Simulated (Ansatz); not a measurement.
The reference is CuI in the zinc blende structure (space group F-43m, No. 216; a = 6.0228 Å). Axes: x, y, z lie along the cube axes.

All numbers come from r2SCAN, PAW, 500 eV (Ansatz, an electronic-structure program; spin-orbit coupling left out).

It is then changed as follows: the cell is stretched by 1.00 % along z with no lateral relaxation; the atoms relax in the strained cell.

Task: Predict the stress tensor and what it implies for the stiffness.

Result: Stress of the strained cell less that of the base (GPa, compression positive):
```
  -0.36    0.00    0.00
   0.00   -0.36    0.00
   0.00    0.00   -0.55
```

Then −Δσ_ii/ε with ε = 0.0100 gives relaxed-ion elastic constants: C33 ≈ 55 GPa, C13 ≈ 36 GPa and C23 ≈ 36 GPa.

No phonon test of stability was made. All final runs are without spin polarisation.
